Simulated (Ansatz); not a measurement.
Output of an Ansatz run (abridged):

```
WARN ansatz: RAYON_NUM_THREADS=1 ignored (pool sized by the plan → 1); use --threads N
basis.fft_grid_basis auto: the FFT boxes are laid along the combinations [[1, 0, -1], [0, 1, -1], [0, 0, 1]] of the cell's own vectors, 4.060, 4.060 and 12.196 …
Pseudopotentials: kind: paw
Pseudopotential: Ga, paw, valence charge 13
Pseudopotential: Ge, paw, valence charge 14
Pseudopotential: Te, paw, valence charge 16
Crystal: 6 atoms, lattice volume = 170.855 Å³
Basis set: ecut = 420.4159175005146 eV, 3377 PW (Γ), FFT grids on a1−a3, a2−a3, a3
Bands: 52, of which v1, the nominal top of the filled ones, is band 43 counted from 1 (42 counted from 0)
Symmetry: 12 space group operations
Space group: R-3m (ITA 166), of the structure as read, at distance tolerance 5.5e-5 Å
k-points: 19 of 125
PAW frozen core: Ga, regenerated for the run's functional, and the local potential with it
PAW frozen core: Ge, regenerated for the run's functional, and the local potential with it
PAW frozen core: Te, regenerated for the run's functional, and the local potential with it
Initial density: superposition of atomic densities (neutral atoms: chi_scale 0, normalization atom), corrected by the library's trained network
Initial wavefunctions: pseudopotential atomic-orbital guess
Eigensolver: davidson
Functional: x = slater, c = lda
SCF iter   1: F=—  HF=-29500.866857 eV  |F-HF|=—  |Δ(HF+E_count)|=         —  Δρ=4.64e-3  dr2=2.00e-2  ethr=1.77e-3  ⟨swp⟩=6.7  Hψ=3844  notcnv=0  defer=1
all-band conjugate gradients solve this SCF's bands
preconditioner: auto → Resta (q_TF=auto, 2.433 Å⁻¹)
SCF iter   2: F=—  HF=-29500.857473 eV  |F-HF|=—  |Δ(HF+E_count)|=   9.38e-3  Δρ=2.37e-3  dr2=4.82e-3  ethr=2.33e-5  ⟨swp⟩=2.2  Hψ=1754  notcnv=0  defer=22
SCF iter   3: F=—  HF=-29500.856834 eV  |F-HF|=—  |Δ(HF+E_count)|=   6.39e-4  Δρ=5.13e-4  dr2=6.67e-4  ethr=5.61e-6  ⟨swp⟩=2.3  Hψ=1684  notcnv=0  defer=22
SCF iter   4: F=—  HF=-29500.856693 eV  |F-HF|=—  |Δ(HF+E_count)|=   1.41e-4  Δρ=1.89e-4  dr2=1.67e-4  ethr=7.75e-7  ⟨swp⟩=2.0  Hψ=1548  notcnv=0  defer=22
SCF iter   5: F=—  HF=-29500.856681 eV  |F-HF|=—  |Δ(HF+E_count)|=   1.16e-5  Δρ=7.30e-5  dr2=1.45e-5  ethr=1.94e-7  ⟨swp⟩=2.0  Hψ=1035  notcnv=0  defer=22
SCF iter   6: F=—  HF=-29500.856689 eV  |F-HF|=—  |Δ(HF+E_count)|=   8.06e-6  Δρ=2.39e-5  dr2=1.56e-6  ethr=1.69e-8  ⟨swp⟩=2.0  Hψ=1548  notcnv=0  defer=22
SCF iter   7: F=—  HF=-29500.856690 eV  |F-HF|=—  |Δ(HF+E_count)|=   4.89e-7  Δρ=1.01e-5  dr2=2.35e-7  ethr=1.81e-9  ⟨swp⟩=2.0  Hψ=1358  notcnv=0  defer=22
SCF iter   8: F=-29500.856690 eV  HF=-29500.856690 eV  |F-HF|=1.69e-8  |Δ(HF+E_count)|=   3.22e-8  Δρ=3.93e-6  dr2=2.01e-8  ethr=1.16e-10  ⟨swp⟩=10.0  Hψ=4202  notcnv=0
SCF 1 converged in 8 iterations: F = -29500.856690 eV  dr2 = 2.01e-8
SCF converged after 8 iterations
Free energy (F): -29500.856690 eV
Harris-Foulkes:  -29500.856690 eV  (|F-HF|=1.69e-8)
Internal energy: -29500.856690 eV  (E = F + TS)
E sigma→0 (E₀):  -29500.856690 eV
Fermi energy:    7.145665 eV
--- Per-component energies (eV) ---
  E_band       = -1065.697050
  E_kinetic    = 818.634253
  E_local      = -13403.493295  (includes V_loc(G=0)·N_el)
  E_nonlocal   = 1085.814589
  E_hartree    = 6557.353002
  E_xc         = -535.094355
  E_vxc        = -456.278299  (∫ρ·V_xc dr)
  E_paw        = -16727.198277  (= ΣΔE_a)
  E_vpaw       = -2225.078916  (= ΣTr[D̂ρ^β])
  E_aug_tail   = -0.000061  (compensation charges beyond the density's cutoff)
  E_ewald      = -7305.503479
  E_core_change = 8.630935  (= ΣΔE_core)
  E_smearing   = -0.000000  (= −TS)
  E_closure    = 0.000000  (closes the sum)
  Σ components = -29500.856690   (vs F -29500.856690, Δ=0.00e0)
--- Forces (eV/Å), atoms counted from 1 ---
  atom   1  Ga     0.00000000     0.00000000    -0.00948992
  atom   2  Ga     0.00000000    -0.00000000     0.00948992
  atom   3  Ge     0.00000000    -0.00000000     0.02473290
  atom   4  Ge     0.00000000     0.00000000    -0.02473290
  atom   5  Te     0.00000000     0.00000000    -0.09080181
  atom   6  Te     0.00000000    -0.00000000     0.09080181
  max |Σ_I F_I| component: 4.16e-17 eV/Å
--- Stress (GPa, compression-positive) ---
       -1.418583       0.000000       0.000000
        0.000000      -1.418583       0.000000
        0.000000       0.000000      -1.871617
  P = ⅓ Tr σ = -1.5696 GPa (-15.696 kbar)
  The stress holds the Pulay correction. Without it, at fixed plane waves, as pw.x and ABINIT print it: P = -1.5977 GPa
--- Band table (eV; the first three rows and the last of 19) ---
  k-point 0: bands = ["-29.7956", "-29.7956", "-29.7955", "-29.7955", "-29.7427", "-29.7427", "-29.7425", "-29.7425", "-29.7250", "-29.7248", "-17.6244", "-17.6244", "-17.5608", "-17.5608", "-17.5183", "-17.4909", "-17.4033", "-17.4033", "-17.3770", [...]
  k-point 1: bands = ["-29.7955", "-29.7955", "-29.7943", "-29.7942", "-29.7431", "-29.7429", "-29.7428", "-29.7426", "-29.7243", "-29.7241", "-17.6341", "-17.6280", "-17.5550", "-17.5412", "-17.5243", "-17.4789", "-17.4239", "-17.4187", "-17.3703", [...]
  k-point 2: bands = ["-29.7955", "-29.7955", "-29.7922", "-29.7922", "-29.7438", "-29.7436", "-29.7430", "-29.7427", "-29.7231", "-29.7230", "-17.6426", "-17.6186", "-17.5708", "-17.5375", "-17.5153", "-17.4465", "-17.4448", "-17.4222", "-17.3818", [...]
  k-point 18: bands = ["-29.7955", "-29.7955", "-29.7943", "-29.7942", "-29.7431", "-29.7429", "-29.7428", "-29.7425", "-29.7243", "-29.7241", "-17.6341", "-17.6280", "-17.5549", "-17.5412", "-17.5243", "-17.4789", "-17.4239", "-17.4187", [...]
```

The structure:

```xyz
6
Lattice="2.0300 1.1720 11.9689 -2.0300 1.1720 11.9689 0.0000 -2.3440 11.9689" Properties=species:S:1:pos:R:3 pbc="T T T"
Ga     0.0000     0.0000     9.1415
Ga     0.0000     0.0000    26.7652
Ge     0.0000     0.0000    11.5706
Ge     0.0000     0.0000    24.3361
Te     0.0000     0.0000     4.0801
Te     0.0000     0.0000    31.8266
```

Question: Reconstruct the input of this run.

Answer: Other spellings and defaults could give the same log, and not every line can be read from it. The input that was run (DFT, LDA (PW92), plane waves, default PAW files made with PBE):

Ansatz 0.2 input:
```yaml
# GaGeTe
crystal:
  lattice:
    - [2.02997700, 1.17200700, 11.96889200]
    - [-2.02997700, 1.17200700, 11.96889200]
    - [0.00000000, -2.34401500, 11.96889200]
  atoms:
    - { symbol: Ga, position: [0.25459000, 0.25459000, 0.25459000] }
    - { symbol: Ga, position: [0.74541000, 0.74541000, 0.74541000] }
    - { symbol: Ge, position: [0.32224000, 0.32224000, 0.32224000] }
    - { symbol: Ge, position: [0.67776000, 0.67776000, 0.67776000] }
    - { symbol: Te, position: [0.11363000, 0.11363000, 0.11363000] }
    - { symbol: Te, position: [0.88637000, 0.88637000, 0.88637000] }
basis:
  ecutwfc: 30.9 Ry
kpoints:
  mp_grid:
    grid: [5, 5, 5]
hamiltonian:
  xc: lda
  pseudopotentials:
    kind: paw
scf:
  occupations:
    method: gaussian
    width: 0.0037 Ry
output:
  forces: true
  eigenvalues: true
  stress: true
```

The starting cell comes from a database of computed structures (which also holds hypothetical and non-ambient phases and stackings), without a prior relaxation at this level. Its lattice was rescaled by up to half a per cent. Spin-orbit coupling is off. Ansatz's pressure includes its estimate of the finite-basis (Pulay) stress.

Ansatz is an electronic-structure program.
